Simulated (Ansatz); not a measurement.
SiO2 (I-42d, No. 122, 6 atoms in the cell; start mp-546794; a measured phase of this formula has another space group), treated with r²SCAN (plane waves, PAW; Ansatz, a quantum-chemistry and plane-wave program).

Settings: plane-wave cutoff 500 eV, 12×12×12 k mesh, Fermi–Dirac smearing 0.05 eV, scalar-relativistic PAW data made under PBE.

Cell (relaxed at this level):

```xyz
6
Lattice="-2.4744 2.4744 3.6588 2.4744 -2.4744 3.6588 2.4744 2.4744 -3.6588" Properties=species:S:1:pos:R:3 pbc="T T T"
Si     0.0000     0.0000     0.0000
Si     0.0000     2.4744     1.8294
O      0.4823     1.2372     0.9147
O     -1.2372     1.9920     2.7441
O     -0.4823     3.7116     0.9147
O      1.2372     2.9567     2.7441
```

Q: Give the computed band gap.

A: 
- band gap = 6.55 eV (on the SCF k mesh)

Note: the relaxation could not lower the start's symmetry, so the cell can be a saddle point above a distorted one.

The result took very roughly 5 core-minutes.

A start named mp-… is a Materials Project structure, which need not be a measured phase.
